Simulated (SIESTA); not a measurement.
A self-consistent single point of HfC (Fm-3m, 2 atoms in the cell) with SIESTA.

Method: LDA PW92, numerical atomic orbitals DZP, PseudoDojo LDA standard norm-conserving potentials (rewritten from UPF to PSML) run with SIESTA.

```
HfC
1.0
    0.00000     2.32000     2.32000
    2.32000     0.00000     2.32000
    2.32000     2.32000     0.00000
Hf C
1 1
Direct
  0.00000   0.00000   0.00000
  0.50000   0.50000   0.50000
```

Reference input (self-consistent single point, DFT, GGA PBE, numerical atomic orbitals DZP, PseudoDojo PBE standard norm-conserving potentials (rewritten from UPF to PSML)): XC.functional = GGA; XC.authors = PBE; potentials = PseudoDojo PBE standard; PAO.BasisSize = DZP; PAO.EnergyShift = 0.01 Ry; MeshCutoff = 400 Ry; kgrid.MonkhorstPack = 10 10 10; OccupationFunction = FD; ElectronicTemperature = 100 meV; MaxSCFIterations = 150; SCF.Mixer.Method = Pulay; SCF.Mixer.Weight = 0.2. This run's input differs from it in these lines:

```diff
@@ -1,2 +1,2 @@
-# files in the folder: Hf.psml C.psml (PseudoDojo PBE standard)
+# files in the folder: Hf.psml C.psml (PseudoDojo LDA standard)
 SystemName  HfC
@@ -22,4 +22,4 @@
 
-XC.functional                GGA
-XC.authors                   PBE
+XC.functional                LDA
+XC.authors                   PW92
 PAO.BasisSize                DZP
```

Output (repeated stretches shortened):

```
        iscf     Eharris(eV)        E_KS(eV)     FreeEng(eV)     dDmax    Ef(eV) dHmax(eV)
   scf:    1    -1681.939696    -1696.135335    -1696.138805  1.540111 -5.854503  8.712604
   scf:    2    -1703.646610    -1700.692502    -1700.700457  0.147933 -5.001127  3.681494
   scf:    3    -1701.498209    -1701.310965    -1701.321937  0.084408 -4.718810  1.096272
   scf:    4    -1701.356624    -1701.336430    -1701.347334  0.046567 -4.846190  0.230936
   scf:    5    -1701.338064    -1701.337379    -1701.348304  0.009516 -4.865260  0.019474
   scf:    6    -1701.337381    -1701.337381    -1701.348320  0.003688 -4.869418  0.004242
   scf:    7    -1701.337374    -1701.337378    -1701.348321  0.000216 -4.868637  0.002483
   scf:    8    -1701.337381    -1701.337380    -1701.348321  0.000097 -4.868908  0.000254
SCF Convergence by DM+H criterion
max |DM_out - DM_in|         :     0.0000968180
max |H_out - H_in|      (eV) :     0.0002540109
SCF cycle converged after 8 iterations

Using DM_out to compute the final energy and forces

siesta: E_KS(eV) =            -1701.3374

siesta: E_KS - E_eggbox =     -1701.3374

siesta: Atomic forces (eV/Ang):
     1   -0.000000    0.000000   -0.000000
     2    0.000000   -0.000000    0.000000
   Tot   -0.000000   -0.000000    0.000000
   Max    0.000000
   Res    0.000000    sqrt( Sum f_i^2 / 3N )
   Max    0.000000    constrained

Stress tensor Voigt[x,y,z,yz,xz,xy] (kbar):      117.97      117.97      117.97       -0.00       -0.00       -0.00
(Free)E + p*V (eV/cell)    -1703.1873
Target enthalpy (eV/cell)    -1701.3483

siesta: Program's energy decomposition (eV):
siesta: FreeEng =     -1701.348321

   [... lines left out ...]
siesta:     0.073634   -0.000000   -0.000000
siesta:    -0.000000    0.073634   -0.000000
siesta:    -0.000000   -0.000000    0.073634

siesta: Cell volume =         24.974336 Ang**3

siesta: Pressure (static):
siesta:                Solid            Molecule  Units
siesta:          -0.00080197         -0.00080197  Ry/Bohr**3
siesta:          -0.07363351         -0.07363351  eV/Ang**3
siesta:        -117.97388558       -117.97388558  kBar
```

The run converged in 8 iterations. Against the reference run the pressure goes from 1.21 to -11.80 GPa.

The starting cell has typed, rounded lattice constants, without a prior relaxation at this level. Values carry the incompleteness of an atom-centred basis. With a pressure of about -12 GPa the cell is away from its equilibrium volume at this level.
